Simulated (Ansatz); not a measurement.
## Convergence study of the k-point mesh at a smearing width of 0.3 eV for LuCd (P4mm, 2 atoms in the cell)

```
LuCd
1.0
    3.62278     0.00000     0.00000
    0.00000     3.62278     0.00000
    0.00000     0.00000     3.62278
Lu Cd
1 1
Direct
  0.50000   0.50000   0.51380
  0.00000   0.00000   0.00000
```

Method of the run: PBEsol, default PAW files made with PBE (plane waves; Ansatz, a program for electronic structure).

Base settings: basis.ecutwfc = 30.9 Ry; kpoints.mp_grid.grid = 9 9 9; hamiltonian.xc = pbesol; hamiltonian.pseudopotentials = {kind: paw} (the program's default PAW files); scf.occupations.method = fermi_dirac; scf.occupations.width = 0.0073 Ry.

In this ladder: scf.occupations.width = 0.022 Ry.

Only quantities that move along the ladder and can be compared are tabulated.

The count of work is k-points × plane waves × bands × iterations; it is no time. 

The starting cell comes from a database of computed structures (which also holds hypothetical and non-ambient phases and stackings), without a prior relaxation at this level. Its lattice was rescaled by up to half a per cent. One atom was moved a little off its site on purpose. Ansatz's pressure includes its estimate of the finite-basis (Pulay) stress.

Steps (kpoints.mp_grid.grid): 3 3 3; 4 4 4; 5 5 5; 6 6 6; 7 7 7; 8 8 8; 10 10 10; 12 12 12; 18 18 18; 22 22 22.

Question: What is the coarsest kpoints.mp_grid.grid that holds the free energy within 5 meV/atom of the last step, with all finer ones?

Answer: 5 5 5, at 0.019 of the last step's count of work; the step before is off by 57 meV/atom.

Question: What is the coarsest kpoints.mp_grid.grid that holds the forces within 0.005 eV/Å of the last step, with all finer ones?

Answer: 5 5 5, at 0.019 of the last step's count of work; the step before is off by 0.006 eV/Å.

Question: What is the coarsest kpoints.mp_grid.grid that holds the pressure within 0.1 GPa of the last step, with all finer ones?

Answer: 5 5 5, at 0.019 of the last step's count of work; the step before is off by 0.22 GPa.

```csv
kpoints.mp_grid.grid,free energy less the last step's (meV/atom),pressure (GPa),largest difference of a force vector from the last step's (eV/Å),count of work / last
3 3 3,13.90,-1.06,0.013,0.0056
4 4 4,57.07,-0.49,0.006,0.019
5 5 5,4.17,-0.76,0.003,0.019
6 6 6,-3.76,-0.77,0.000,0.043
7 7 7,-1.94,-0.73,0.001,0.043
8 8 8,0.62,-0.69,0.000,0.080
10 10 10,0.03,-0.72,0.000,0.13
12 12 12,-0.03,-0.71,0.000,0.21
18 18 18,0.00,-0.71,0.000,0.59
22 22 22,0.00,-0.71,0.000,1.0
```

Keys are those of Ansatz 0.2.
